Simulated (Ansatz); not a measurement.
The parent structure is AlN in the wurtzite structure (space group P6_3mc, No. 186; a = 3.1138 Å, c = 4.9836 Å).

All numbers come from PBEsol in Ansatz (plane waves to 420 eV, PAW, no spin-orbit coupling).

One change was made to it. Results:

The volume per atom shrinks by 1.18 Å³ to 9.28 Å³; the valence-band top at Γ (three highest levels, from the VBM) goes from 0.00, -0.22, -0.22 eV to 0.00, -0.41, -0.41 eV; the gap character changes from direct at Γ to indirect, Γ → K.

**Question.** Which of these changes matches the shifts?
A) pressure −2 GPa
B) pressure 0.9 GPa
C) pressure 30 GPa

**Answer.** C, pressure 30 GPa. For comparison, the valence-band top at Γ in the other runs: pressure −2 GPa gives 0.00, -0.21, -0.21 eV; pressure 0.9 GPa gives 0.00, -0.23, -0.23 eV.

Load acts through the strain it causes; cell and atoms are relaxed under it. Whether these cells are dynamically stable was not tested. Measured, AlN leaves this structure (for rock salt) near 14 GPa (temperature not stated; as listed in Datta, Sujoy, Jana, Debnarayan, arXiv (2020)), on rising pressure, with hysteresis.

Ansatz is a first-principles code.
